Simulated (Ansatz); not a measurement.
A computed series for SrTiO3: response to strain

Consider SrTiO₃ in the cubic perovskite structure (space group Pm-3m, No. 221; a = 3.854 Å). Axes: x, y, z lie along the cube axes.

Strains are applied to the cell and any free atomic positions relax.

Calculations: Ansatz (an electronic-structure program), LDA, PAW, cutoff 420 eV, no spin-orbit coupling.

Notes on the quantities. energy relative to the base: free energy F; pressure: mean of the normal stresses, compression positive.

| case | energy relative to the base | pressure | smallest direct gap |
|---|---|---|---|
| base | 0 meV/atom | 0.0 kbar | 2.17 eV |
| uniaxial strain ε_zz = +0.60 % | +0.4 meV/atom | -11.8 kbar | 2.16 eV |
| uniaxial strain ε_zz = +1.20 % | +1.9 meV/atom | -23.1 kbar | 2.15 eV |
| uniaxial strain ε_zz = +1.80 % | +4.1 meV/atom | -33.7 kbar | 2.14 eV |
| uniaxial strain ε_zz = +2.40 % | +7.2 meV/atom | -43.8 kbar | 2.13 eV |
| uniaxial strain ε_zz = +3.00 % | +11 meV/atom | -53.5 kbar | 2.12 eV |

Stability against distortions was not tested. The final runs are not spin-polarised. Many cubic perovskites are stable only at high temperature; tilts and polar distortions were not tested.
